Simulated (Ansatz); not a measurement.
System: C11b MoSi2. Method: r²SCAN (Ansatz, a quantum-chemistry and plane-wave program, plane waves, PAW).

Run with plane-wave cutoff 560 eV, 24×24×24 k mesh, Fermi–Dirac smearing 0.05 eV, no spin polarisation, scalar-relativistic PAW data made under PBE.

Cell (relaxed at this level):

```
MoSi2
1.0
   -1.60088     1.60088     3.90925
    1.60088    -1.60088     3.90925
    1.60088     1.60088    -3.90925
Si Mo
2 1
Direct
  0.66469   0.66469   0.00000
  0.33531   0.33531   0.00000
  0.00000   0.00000   0.00000
```

Task: Estimate the bulk modulus and pressure derivative B′ of the bulk modulus that the calculation returns.

Result: 
* **bulk modulus**: 217 GPa
* **pressure derivative B′ of the bulk modulus**: 4.5

The run finds no gap.

Measured, for comparison: bulk modulus 222 ± 2 GPa (room temperature, not corrected to a static lattice, B' = 4; as tabulated in Structural stability of MoSi2 and Mo5Si3 under high pressure, Chin. Phys. B 26 …). Computed (rounded) less measured: bulk modulus -2 %.

Note: the bulk modulus comes from volumes at which shape and atoms were relaxed.

Static lattice: no zero-point or thermal effects.
